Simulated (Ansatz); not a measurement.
## Sensitivity of a calculation on CuAu4 (R-3m, 5 atoms in the cell) to its settings

```
CELL_PARAMETERS angstrom
      1.46521     0.84594    11.44622
     -1.46521     0.84594    11.44622
      0.00000    -1.69187    11.44622
ATOMIC_POSITIONS crystal
  Cu 0.00000 0.00000 0.00000
  Au 0.39377 0.39377 0.39377
  Au 0.60623 0.60623 0.60623
  Au 0.79811 0.79811 0.79811
  Au 0.20189 0.20189 0.20189
```

Base run A: PBEsol, default PAW files made with PBE (Ansatz, a quantum-chemistry and plane-wave program), self-consistent single point.

Its settings: basis.ecutwfc = 30.9 Ry; kpoints.mp_grid.grid = 9 9 9; hamiltonian.xc = pbesol; hamiltonian.pseudopotentials = {kind: paw} (the program's default PAW files); scf.occupations.method = cold; scf.occupations.width = 0.0147 Ry.

The starting cell comes from a database of computed structures (which also holds hypothetical and non-ambient phases and stackings), without a prior relaxation at this level. Spin polarisation is off. In the base run, with a pressure of about -9 GPa the cell is away from its equilibrium volume at this level. Ansatz's pressure includes its estimate of the finite-basis (Pulay) stress.

ΔF is the free energy per atom less that of run A. A dash stands where there is no value to compare (another energy zero or no entropy term, no result, no spin, no clean gap, or a mesh too coarse for one). Total energies depend on the potentials, the functional and any Hubbard or dispersion term, so they are compared only between runs that share all of them.

Run A gave: pressure (GPa) -8.72; largest force (eV/Å) 0.031; k-points 85.

Runs:
- B: hamiltonian.xc: pbesol → lda; magnetization.noncollinear: default → true; magnetization.spin_orbit: default → true [LDA (PW92) with spin-orbit coupling]
- C: crystal.symmetry.detect: default → false
- D: kpoints.mp_grid.grid: 9 9 9 → 4 4 4
- E: scf.mixing.preconditioner: default (the program chose Kerker) → none
- F: scf.eigensolver.kind: default (the program chose band_cg) → davidson
- G: scf.mixing.algorithm: default (the program chose MSR1) → broyden; scf.mixing.beta: default → 0.5

What does run B change against A?

The pressure goes from -8.72 to -14.30 GPa and the largest force hardly changes (0.031 to 0.028 eV/Å).

```csv
run,ΔF (meV/atom),pressure (GPa),largest force (eV/Å),k-points
A,0.00,-8.72,0.031,85
B,–,-14.30,0.028,85
C,0.00,-8.72,0.031,365
D,119.5,-7.34,0.059,13
E,0.00,-8.72,0.031,85
F,0.00,-8.72,0.031,85
G,0.00,-8.72,0.031,85
```

Keys are those of Ansatz 0.2.
